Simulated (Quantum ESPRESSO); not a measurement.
**A short convergence ladder for AgO (Cccm, 4 atoms in the cell)**

```xyz
4
Lattice="2.3264 2.3398 0.0000 -2.3264 2.3398 0.0000 0.0000 0.0000 5.5641" Properties=species:S:1:pos:R:3 pbc="T T T"
Ag    -1.1632    -1.1699    -2.7821
Ag    -1.1632     1.1699     0.0000
O      0.0000     0.0000    -1.3910
O      0.0000     0.0000    -4.1731
```

Base method: LDA (PZ), PSlibrary ultrasoft (LDA) pseudopotentials (plane waves; Quantum ESPRESSO).

Base settings: ecutwfc = 55 Ry; ecutrho = 385 Ry; occupations = smearing; smearing = gauss; degauss = 0.0073499 Ry; potentials = {Ag: Ag.pz-n-rrkjus_psl.1.0.0.UPF, O: O.pz-n-rrkjus_psl.1.0.0.UPF}; K_POINTS = automatic 5 5 3 0 0 0; conv_thr = 1e-10 Ry.

**Zone-centre phonons against the cutoff**

In this ladder: ph.x.tr2_ph = 1e-14; ph.x.fildyn = dyn.G; dynmat.x.fildyn = dyn.G; dynmat.x.asr = crystal. Moved along: ecutrho.

The mesh stays at the base's, so the ladder's end is converged at best in this setting alone.

Frequencies are those of the unrelaxed cell, without the LO-TO term of polar crystals.

Only quantities that move along the ladder and can be compared are tabulated.

```csv
ecutwfc,highest zone-centre frequency (cm⁻¹),lowest optical frequency (cm⁻¹)
28 Ry,494.3,114.9
38 Ry,431.9,123.2
55 Ry,433.0,123.9
66 Ry,433.6,123.8
```

Coarsest ecutwfc that holds the lowest optical frequency within 2 cm⁻¹ of the last step, with all finer ones: 38 Ry; the step before is off by 9.0 cm⁻¹.

Coarsest ecutwfc that holds the highest zone-centre frequency within 5 cm⁻¹ of the last step, with all finer ones: 38 Ry; the step before is off by 61 cm⁻¹.

On the base run: the starting cell comes from a database of computed structures (which also holds hypothetical and non-ambient phases and stackings), without a prior relaxation at this level. Its lattice was rescaled by up to half a per cent. In the base run, with a pressure of about -11 GPa the cell is away from its equilibrium volume at this level. The run gives no clean gap (levels at the Fermi energy touch, overlap or are partly filled at this smearing), which alone does not show that the compound is a metal. Without a gap this mesh is coarse (it stands for a supercell whose shortest vector is 16 Å).
